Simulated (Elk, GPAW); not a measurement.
A GPAW input for a self-consistent single point of CdGa₂Te₄ (I-4, 7 atoms in the cell) (DFT LDA (Perdew-Wang 92), plane waves, GPAW PAW datasets LDA (gpaw-data 1.0.1)):

```python
from ase import Atoms
from ase.units import GPa
from gpaw import GPAW

atoms = Atoms(['Cd', 'Ga', 'Ga', 'Te', 'Te', 'Te', 'Te'],
              cell=[[-3.059196, 3.059196, 5.859410],
                    [3.059196, -3.059196, 5.859410],
                    [3.059196, 3.059196, -5.859410]],
              scaled_positions=[[0.000000, 0.000000, 0.000000],
                                [0.250000, 0.750000, 0.500000],
                                [0.500000, 0.500000, 0.000000],
                                [0.117970, 0.589530, 0.981940],
                                [0.410470, 0.392410, 0.528440],
                                [0.607590, 0.136030, 0.018060],
                                [0.863970, 0.882030, 0.471560]],
              pbc=True)

calc = GPAW(mode={'name': 'pw', 'ecut': 600},
            xc='LDA',
            kpts=(3, 3, 3),
            occupations={'name': 'fermi-dirac', 'width': 0.0},
            nbands=-8,
            convergence={'density': 1e-05, 'bands': -6},
            symmetry={'symmorphic': False, 'tolerance': 0.0005},
            maxiter=150,
            txt='-')

atoms.calc = calc

energy = atoms.get_potential_energy()
print('Energy (eV):', round(energy, 6))
forces = atoms.get_forces()
print('Forces (eV/Ang):')
print(forces.round(5))
stress = atoms.get_stress()
print('Stress (GPa, Voigt):', (stress / GPa).round(4))
```

### Question
Give the Elk input for the same structure, mesh, smearing and functional.

### Answer
This is the input that was run; spellings and numerical settings could be chosen otherwise.

```
tasks
  0

xctype
  3

rgkmax
  7.0

rmtscf
  0.92

stype
  0

swidth
  0.0001

avec
   -5.7810426016    5.7810426016   11.0726801519
    5.7810426016   -5.7810426016   11.0726801519
    5.7810426016    5.7810426016  -11.0726801519

atoms
  3   : nspecies
  'Cd.in'   : spfname
  1   : natoms; atposl, bfcmt below
  0.0000000000  0.0000000000  0.0000000000    0.0 0.0 0.0
  'Ga.in'   : spfname
  2   : natoms; atposl, bfcmt below
  0.2500000000  0.7500000000  0.5000000000    0.0 0.0 0.0
  0.5000000000  0.5000000000  0.0000000000    0.0 0.0 0.0
  'Te.in'   : spfname
  4   : natoms; atposl, bfcmt below
  0.1179700000  0.5895300000  0.9819400000    0.0 0.0 0.0
  0.4104700000  0.3924100000  0.5284400000    0.0 0.0 0.0
  0.6075900000  0.1360300000  0.0180600000    0.0 0.0 0.0
  0.8639700000  0.8820300000  0.4715600000    0.0 0.0 0.0

ngridk
  3 3 3
```

Basis settings and potentials, where a program has them, do not carry over. This input uses DFT, LDA (PW92), all-electron FP-LAPW, Elk's shipped species files, default APW+lo basis. LDA parametrisations can differ slightly between programs.

The starting cell comes from a database of computed structures (which also holds hypothetical and non-ambient phases and stackings), without a prior relaxation at this level. Its lattice was rescaled by a random factor within 2.5 % of one.
